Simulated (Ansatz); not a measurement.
Levels about the gap of amorphous Ga24O38Sn (63 atoms in a cell of 792 Å³, 5.03 g/cm³; zone centre alone, so wide bands show as single levels with stretches between that a denser mesh fills), at the geometry that PBE relaxed, where it gives 0.3 GPa on a denser mesh. The participation number counts the atoms over which a state spreads; weights are charges in smoothed Voronoi cells. The levels come from a single point, so bond lengths are those of that geometry. Method of the levels: PBE, scalar-relativistic without spin-orbit coupling (Ansatz, a program for electronic structure). Sampling: the zone centre alone; Fermi-Dirac width 0.02 eV; no spin polarisation. At PBE the levels at the filled edge of the gap are localised (band-tail or defect states), and the nearest spread-out levels lie 1.9 eV apart at the zone centre.

It comes from a melt-quench run on a machine-learned potential (CHGNet), relaxed afterwards by DFT. O atoms were pushed apart under 1.9 Å during the dynamics, to hinder bonds among them. The hot cell started wider than the set density and was brought back towards it in steps. It is the lowest in DFT energy of 2 quenches. It is a model cell: composition and starting density were chosen by hand, and all elements were melted together. No dispersion term was used. Its density started from a set value of 5.06 and ended at 5.03 g/cm³. The quench (nominally 220 K/ps over its main leg) was far faster than any real one, so the model tends to hold more defects than a real film. One small periodic cell is one sample of the glass; other quenches scatter about these values. Volume and shape were free in the relaxation. Stress components on the final sampling reach 1.0 GPa. Cycles of charging lowered its energy after that relaxation.

```json
[
 {"E - E(highest filled), eV": "-0.84", "filling": "filled", "participation number": "9.1", "largest on": "O, 2 neighbours", "weight O": "0.94", "weight Ga": "0.06", "weight Sn": "0.00"},
 {"E - E(highest filled), eV": "-0.81", "filling": "filled", "participation number": "14.4", "largest on": "O, 3 neighbours", "weight O": "0.94", "weight Ga": "0.06", "weight Sn": "0.00"},
 {"E - E(highest filled), eV": "-0.69", "filling": "filled", "participation number": "9.5", "largest on": "O, 3 neighbours", "weight O": "0.95", "weight Ga": "0.05", "weight Sn": "0.00"},
 {"E - E(highest filled), eV": "-0.53", "filling": "filled", "participation number": "5.5", "largest on": "O, 3 neighbours", "weight O": "0.95", "weight Ga": "0.05", "weight Sn": "0.00"},
 {"E - E(highest filled), eV": "-0.37", "filling": "filled", "participation number": "3.3", "largest on": "O, 2 neighbours", "weight O": "0.95", "weight Ga": "0.05", "weight Sn": "0.00"},
 {"E - E(highest filled), eV": "-0.23", "filling": "filled", "participation number": "3.5", "largest on": "O, 2 neighbours", "weight O": "0.93", "weight Ga": "0.07", "weight Sn": "0.00"},
 {"E - E(highest filled), eV": "0.00", "filling": "filled", "participation number": "1.9", "largest on": "O, 2 neighbours", "weight O": "0.94", "weight Ga": "0.06", "weight Sn": "0.00"},
 {"E - E(highest filled), eV": "1.07", "filling": "empty", "participation number": "56.9", "largest on": "Sn, 5 neighbours", "weight O": "0.54", "weight Ga": "0.43", "weight Sn": "0.03"},
 {"E - E(highest filled), eV": "3.38", "filling": "empty", "participation number": "16.1", "largest on": "Sn, 5 neighbours", "weight O": "0.59", "weight Ga": "0.23", "weight Sn": "0.19"},
 {"E - E(highest filled), eV": "3.75", "filling": "empty", "participation number": "29.3", "largest on": "Ga, 4 neighbours", "weight O": "0.57", "weight Ga": "0.42", "weight Sn": "0.02"},
 {"E - E(highest filled), eV": "3.77", "filling": "empty", "participation number": "25.7", "largest on": "Ga, 4 neighbours", "weight O": "0.55", "weight Ga": "0.44", "weight Sn": "0.00"},
 {"E - E(highest filled), eV": "3.92", "filling": "empty", "participation number": "37.3", "largest on": "Ga, 4 neighbours", "weight O": "0.57", "weight Ga": "0.37", "weight Sn": "0.06"},
 {"E - E(highest filled), eV": "4.13", "filling": "empty", "participation number": "27.1", "largest on": "Ga, 4 neighbours", "weight O": "0.54", "weight Ga": "0.45", "weight Sn": "0.01"},
 {"E - E(highest filled), eV": "4.29", "filling": "empty", "participation number": "35.0", "largest on": "Ga, 4 neighbours", "weight O": "0.57", "weight Ga": "0.42", "weight Sn": "0.01"}
]
```

Most localised among these is the filled level at +0.00 eV, on a O atom, which has 2 neighbours (Ga 1.80 Å, Ga 1.88 Å).
